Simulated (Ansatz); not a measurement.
Consider Sr in the fcc (Cu type) structure (space group Fm-3m, No. 225; a = 6.1002 Å).

Structures relaxed with r2SCAN (Ansatz, an electronic-structure program), spin-orbit coupling left out, earlier PAW set.

Base:

Simulated powder pattern, Cu Kα1, λ = 1.54056 Å (kinematic, ideal powder, no thermal factors, no anomalous dispersion; the 14 strongest lines at most, above 2 %, up to 2θ = 90°):

```
2θ (°)  I/Imax (%)    hkl
------  ----------  -----
25.27          100  (111)
29.26           52  (200)
41.85           39  (220)
49.52           47  (311)
51.88           14  (222)
60.67          6.3  (400)
66.79           19  (331)
68.76           17  (420)
76.43           13  (422)
82.01           14  (511)
```

One thing is altered: a hydrostatic pressure of 7.5 GPa.

How do the reflections move or split?


Simulated powder pattern, Cu Kα1, λ = 1.54056 Å (kinematic, ideal powder, no thermal factors, no anomalous dispersion; the 14 strongest lines at most, above 2 %, up to 2θ = 90°):

| 2θ (°) | I/Imax (%) | hkl |
|---|---|---|
| 28.62 | 100 | (111) |
| 33.17 | 51 | (200) |
| 47.61 | 37 | (220) |
| 56.50 | 43 | (311) |
| 59.26 | 12 | (222) |
| 69.62 | 5.7 | (400) |
| 76.94 | 17 | (331) |
| 79.32 | 16 | (420) |
| 88.72 | 13 | (422) |

The indices refer to the base's conventional cell; one index is shown for lines that coincide.

Load acts through the strain it causes; cell and atoms are relaxed under it. Stability against distortions was not tested. Measured, Sr leaves this structure (for bcc) near 3.5 GPa (temperature not stated; as listed in Olga Degtyareva, NATO science for peace and security series. B, Physics and biophysics (2010)).
